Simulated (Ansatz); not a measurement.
The parent structure is GaCuSe2 in the chalcopyrite structure (space group I-42d, No. 122; a = 5.508 Å, c = 10.962 Å).

Structures relaxed with LDA in Ansatz (plane waves to 420 eV, PAW, without spin-orbit coupling).

Base:

Simulated powder pattern, Cu Kα1, λ = 1.54056 Å (kinematic, ideal powder, no thermal factors, no anomalous dispersion; the 10 strongest lines at most, above 2 %, up to 2θ = 90°):

```csv
2θ (°),I/Imax (%),hkl
28.08,100,(112)
46.60,24,(220)
46.72,48,(204)
55.29,29,(312)
55.51,14,(116)
68.02,7.4,(400)
75.14,5.5,(332)
75.32,11,(316)
86.57,15,(424)
86.84,7.7,(228)
```

Perturbation: the cell is scaled by 0.9775 in all directions; the atoms relax in the strained cell.

After the change:

Simulated powder pattern, Cu Kα1, λ = 1.54056 Å (kinematic, ideal powder, no thermal factors, no anomalous dispersion; the 10 strongest lines at most, above 2 %, up to 2θ = 90°):

```tsv
2θ (°)	I/Imax (%)	hkl
28.74	100	(112)
47.74	24	(220)
47.86	47	(204)
56.68	28	(312)
56.90	14	(116)
69.81	7.3	(400)
77.18	5.5	(332)
77.37	11	(316)
89.08	15	(424)
89.37	7.7	(228)
```

The indices refer to the base's conventional cell; one index is shown for lines that coincide.

Stability against distortions was not tested. The final runs are not spin-polarised.

Ansatz is an electronic-structure program.
